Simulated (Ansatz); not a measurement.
**Effect of isotropic strain +5.53 % on Mg2Si**

Take Mg₂Si (space group Fm-3m, No. 225; a = 6.3644 Å) as the base.

It is then changed as follows: an isotropic linear strain of +5.53 %, atoms relaxed at fixed cell.

Level of theory: PBE, PAW, 420 eV (Ansatz, an electronic-structure program; no spin-orbit coupling), earlier PAW set. k-mesh 9×9×9 (Γ-centred); smearing 0.05 eV (Fermi–Dirac).

| quantity | base | changed | shift |
|---|---|---|---|
| volume per atom | 21.48 Å³ | 25.25 Å³ | +3.765 Å³ |
| space group | Fm-3m (No. 225) | Fm-3m (No. 225) | – |
| shortest interatomic distance | 2.756 Å | 2.908 Å | +0.152 Å |
| energy relative to the base (free energy F) | 0 meV/atom | +85 meV/atom | +85 meV/atom |
| pressure | -0.01 GPa | -6.26 GPa | -6.25 GPa |
| band gap | 0.22 eV | 0.17 eV | -0.05 eV |
| gap character | indirect, Γ → X | indirect, Γ → X | – |
| width of the top valence band | 2.63 eV | 2.28 eV | -0.35 eV |
| electron mass | 0.58 mₑ along k, 0.19 mₑ across (at X) | 1.1 mₑ along k, 0.15 mₑ across (at X) | – |
| hole mass (degenerate bands, along [100]) | 0.14, 0.35, 0.35 mₑ (at Γ) | 0.085, 0.36, 0.36 mₑ (at Γ) | – |
| valley order (the lowest conduction-band minima on the path, energy above the VBM, named in the base's zone) | X along ⟨100⟩ 0.22 eV; L along ⟨111⟩ 1.24 eV; Γ 1.84 eV | X along ⟨100⟩ 0.17 eV; L along ⟨111⟩ 0.65 eV; Γ 0.93 eV | – |

Masses are band curvatures over ±0.01 Å⁻¹ around the edge. Along k means along the line from Γ to the band edge. Whether these cells are dynamically stable was not tested. The zero or small gap of Mg2Si can change with the level of theory.
